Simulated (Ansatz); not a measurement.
Base system: CaO in the rock salt structure (space group Fm-3m, No. 225).

```xyz
2
Lattice="0.0000 2.4154 2.4154 2.4154 0.0000 2.4154 2.4154 2.4154 0.0000" Properties=species:S:1:pos:R:3 pbc="T T T"
Ca     0.0000     0.0000     0.0000
O      2.4154     2.4154     2.4154
```

Method: DFT with PBE, PAW potentials and a 420 eV plane-wave cutoff in Ansatz (a first-principles code), no spin-orbit coupling.

Before the change:

```
Property    Value
--------  -------
Band gap  3.66 eV
```

Now apply this change: cell and atoms relaxed at a pressure of 4.5 GPa.

Predict the new band gap.

The band gap shrinks by 0.01 eV to 3.65 eV.

Load acts through the strain it causes; cell and atoms are relaxed under it. No phonon test of stability was made.
